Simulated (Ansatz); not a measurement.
## MoP: Sb on a P site

Consider a 16-atom supercell of MoP (space group P-6m2, No. 187; a = 3.206 Å, c = 3.174 Å) at its relaxed geometry.

Modification: a neutral Sb on a P site, atoms relaxed at fixed cell, starting from a slightly rattled geometry.

Calculations: PBEsol (Ansatz, a program for electronic structure; PAW; 420 eV plane waves; without spin-orbit coupling). Γ-centred 8×8×8 mesh, Fermi–Dirac width 0.05 eV.

The largest displacement of a host atom from its site in the perfect cell is 0.15 Å and the mean distance from the defect site to its nearest host atoms increases by 0.13 Å to 2.57 Å.

Cost of the whole job for the changed cell (relaxation, final SCF and bands): about 50 core-minutes (a rough figure).

The cell is small, so the values are those of an ordered compound at a high defect concentration; dilute-limit values will differ. All final runs are without spin polarisation. An odd electron count without spin: MoP. The defect cell is not spin-polarised.
